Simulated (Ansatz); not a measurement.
Ansatz (a quantum-chemistry and plane-wave program) run on Hf2Al3Au (P1, 6 atoms in the cell): relaxation of cell and atoms.

Method: LDA (PW92), PAW files made with PBE (plane waves; Ansatz).

```
CELL_PARAMETERS angstrom
      2.64712     1.52832     4.24390
     -2.64712     1.52832     4.24390
      0.00000    -3.05663     4.24390
ATOMIC_POSITIONS crystal
  Hf 0.36168 0.37738 0.38965
  Hf 0.62696 0.60309 0.61763
  Al 0.50284 0.00654 0.00027
  Al 0.01356 0.50466 0.99088
  Al 0.99468 0.01992 0.48797
  Au 0.00030 0.98841 0.01359
```

Reference input (self-consistent single point, DFT, LDA (PW92), plane waves, PAW files made with PBE): kpoints.mp_grid.grid = 4 4 4; hamiltonian.xc = lda; hamiltonian.pseudopotentials = {kind: paw} (an earlier, softer set of the program's PAW files); scf.occupations.method = fermi_dirac; scf.occupations.width = 0.0073 Ry. This run's input differs from it in these lines:

```diff
@@ -19,2 +19,4 @@
   occupations: { method: fermi_dirac, width: 0.0073 Ry }
+relax:
+  cell: {}
 output:
```

The program printed (abridged):

```
   [... SCF lines of the steps left out ...]
relax step   1: F+E_penalty+E_count = -45363.27777432 eV  Δ(F+E_penalty+E_count) = +0.000e0 eV  max|allowed force component| = 6.580e-1 eV/Å  Δτ_max = 0.0000 Å  P = -3.993 GPa  Ω = 103.016 Å³  (12 SCF iters, dr2 threshold 1.00e-7 eV, accepted)
relax step   2: F+E_penalty+E_count = -45363.37979643 eV  Δ(F+E_penalty+E_count) = -1.020e-1 eV  max|allowed force component| = 5.731e-1 eV/Å  Δτ_max = 0.1950 Å  P = +3.643 GPa  Ω = 97.407 Å³  energy of the carried Pulay correction = +1.138e-3 eV  [...]
relax step   3: F+E_penalty+E_count = -45363.46083106 eV  Δ(F+E_penalty+E_count) = -8.103e-2 eV  max|allowed force component| = 1.429e-2 eV/Å  Δτ_max = 0.0814 Å  P = +0.090 GPa  Ω = 99.468 Å³  energy of the carried Pulay correction = +7.127e-4 eV  [...]
relax step   4: F+E_penalty+E_count = -45363.46089317 eV  Δ(F+E_penalty+E_count) = -6.211e-5 eV  max|allowed force component| = 7.539e-4 eV/Å  Δτ_max = 0.0019 Å  P = +0.001 GPa  Ω = 99.527 Å³  energy of the carried Pulay correction = +7.006e-4 eV  [...]
relax step   5: F+E_penalty+E_count = -45363.46025814 eV  Δ(F+E_penalty+E_count) = +6.350e-4 eV  max|allowed force component| = 6.746e-4 eV/Å  Δτ_max = 0.0000 Å  P = -0.005 GPa  Ω = 99.527 Å³  stress off target by 2.59e-2 GPa  SCF on the basis [...]
basis re-selected at this cell: Δ(F+E_penalty+E_count) = +6.350e-4 eV, ΔP = -0.006 GPa vs the last step
Free energy (F): -45363.460258 eV
Internal energy: -45363.334034 eV  (E = F + TS)
E sigma→0 (E₀):  -45363.397146 eV
Entropy (-TS):   -0.126224 eV (-21.037 meV/atom)
Fermi energy:    15.427242 eV
--- Forces (eV/Å), atoms counted from 1 ---
  atom   1  Hf     0.00031838     0.00005921     0.00060487
  atom   2  Hf    -0.00008366    -0.00039881    -0.00067450
  atom   3  Al    -0.00030084     0.00013510    -0.00000706
  atom   4  Al     0.00004872    -0.00020966     0.00019389
  atom   5  Al     0.00028067     0.00017205    -0.00014407
   [... lines left out ...]
  cell:  # Å, volume = 99.5272 Å³
   [... lines left out ...]
    - { symbol: Al, position: [0.5000023113704097, -1.1669209357828558e-5, 1.3328335948192827e-5] }
    - { symbol: Al, position: [5.314732523103993e-6, 0.4999974709808501, -2.4356360923349918e-5] }
    - { symbol: Al, position: [-1.3669308675468006e-5, 2.4617027085366283e-5, 0.5000048468744946] }
    - { symbol: Au, position: [6.263489407808096e-6, -2.1581925796184827e-5, 1.5564970301597223e-5] }
```

The run converged. 

Summary of the result:
```
Quantity                                                                                                             Value
-----------------------------------------------  -------------------------------------------------------------------------
Free energy E − TS (on the zero of these files)                                                             -45363.4603 eV
Fermi level (on the code's own zero)                                                                              15.43 eV
Pressure                                                                                                         -0.01 GPa
Final cell                                       a = 5.171 Å, b = 5.171 Å, c = 5.171 Å, α = 60.81°, β = 60.80°, γ = 60.80°
Final volume per atom                                                                                             16.59 Å³
Relaxation steps                                                                                                         5
```

The starting cell comes from a database of computed structures (which also holds hypothetical and non-ambient phases and stackings), without a prior relaxation at this level. Its atoms were displaced at random from the sites of space group no. 166. Ansatz's pressure includes its estimate of the finite-basis (Pulay) stress.

Cost on one core of a shared machine: roughly 3 min.

Keys are those of Ansatz 0.2.
